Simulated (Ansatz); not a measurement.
Double-hcp La, lattice parameter a

Reference value: 3.774 Å (measured, 293 K, not corrected to a static lattice; as tabulated in Wikipedia's data pages).

```csv
level (code),value (Å)
LDA (Ansatz),3.594
PBE (Ansatz),3.767
rVV10 (Ansatz),3.780
r²SCAN+rVV10 (Ansatz),…
PBE0 (Ansatz),3.849
```

**Question.** What belongs in the gaps?

**Answer.** 
- r²SCAN+rVV10 (Ansatz, a quantum-chemistry and plane-wave program), value (Å): 3.739

Differences against the reference: LDA -4.77 %, PBE -0.19 %, rVV10 +0.16 %, r²SCAN+rVV10 -0.93 %, PBE0 +1.99 %.

The reference is not for a static lattice or low temperature, so close values are not ranked against it. Off by more than 1.25 %, or 1.75 % on the side where a correction would as a rule narrow the miss (bounds picked here): LDA (-4.77 %), PBE0 (+1.99 %).

The reference isn't brought to a static lattice, while the calculations are for one, so the differences are not the levels' errors alone.  Cutoffs and k meshes differ between the levels. Ansatz's density-functional and Hartree–Fock values are scalar-relativistic unless marked +SOC, with PAW data made under PBE.

Differences are worked out from the printed values.
